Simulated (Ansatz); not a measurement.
The starting structures come from a database of crystals and need not be the phases stable at ambient conditions.

By PBEsol, the system below comes out a metal.

```
CELL_PARAMETERS angstrom
      4.08977     0.00000     0.00000
      0.00000     5.78381     0.00000
      0.00000     2.89190     2.89190
ATOMIC_POSITIONS crystal
  Y  0.00000 0.00000 0.00000
  B  0.50000 0.19887 0.30113
  B  0.50000 0.80113 0.69887
  B  0.50000 0.50000 0.30113
  B  0.50000 0.50000 0.69887
  B  0.19887 0.50000 0.00000
  B  0.80113 0.50000 0.00000
```

Space group of this cell: Pm-3m. The cell is taken as given; by PBEsol its mean pressure is -1.8 GPa.

The current flows along the normal of the first two printed cell vectors, the (110) plane of the conventional cell. No spin-orbit coupling; the value is a mean over 0.1 eV about the Fermi level.

### Question
Estimate the ballistic conductance per area that PBEsol (Ansatz, a program for electronic structure) returns for this system.

### Answer
0.46 × 10¹⁵ S/m² for both spins.
